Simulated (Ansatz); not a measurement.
# TaN: response to strain

Consider TaN in the rock salt structure (space group Fm-3m, No. 225; a = 4.376 Å; relaxed with 0.1 eV smearing). Axes: x, y, z lie along the cube axes.

Strains are applied to the cell and any free atomic positions relax; under biaxial strain the out-of-plane vector relaxes too; under stress the whole cell relaxes.

Method: PBEsol in Ansatz (plane waves to 420 eV, PAW, no spin-orbit coupling).

Notes on the quantities. pressure: mean of the normal stresses, compression positive; energy relative to the base: free energy F.

| variant | pressure | volume per atom | energy relative to the base |
|---|---|---|---|
| base | 0.0 GPa | 10.47 Å³ | 0 meV/atom |
| biaxial strain −4.05 %, plane normal [001], relaxed out of plane | 29.2 GPa | 9.85 Å³ | +108 meV/atom |
| isotropic strain −2.47 % | 31.6 GPa | 9.72 Å³ | +70 meV/atom |
| isotropic strain −0.75 % | 8.5 GPa | 10.24 Å³ | +6.1 meV/atom |
| isotropic strain −0.71 % | 8.0 GPa | 10.25 Å³ | +5.4 meV/atom |
| uniaxial strain ε_yy = −1.22 % | ___ | 10.35 Å³ | ___ |
| uniaxial strain ε_zz = +1.92 % | ___ | 10.68 Å³ | +8.7 meV/atom |
| tensor shear ε_xz = +2.32 % | 0.3 GPa | 10.47 Å³ | +5.0 meV/atom |
| uniaxial stress, 5 GPa tension along z | – | 10.53 Å³ | +1.2 meV/atom |
| tensor shear ε_xz = −3.86 % | 0.8 GPa | 10.46 Å³ | +13 meV/atom |

Some entries are withheld; estimate them.


- uniaxial strain ε_yy = −1.22 %, pressure: 4.6 GPa
- uniaxial strain ε_yy = −1.22 %, energy relative to the base: +4.1 meV/atom
- uniaxial strain ε_zz = +1.92 %, pressure: -6.2 GPa

Beyond what the load breaks, stability against distortions was not tested. The final runs are not spin-polarised. This is not the structure that TaN has at room temperature and ambient pressure.

Ansatz is a quantum-chemistry and plane-wave program.
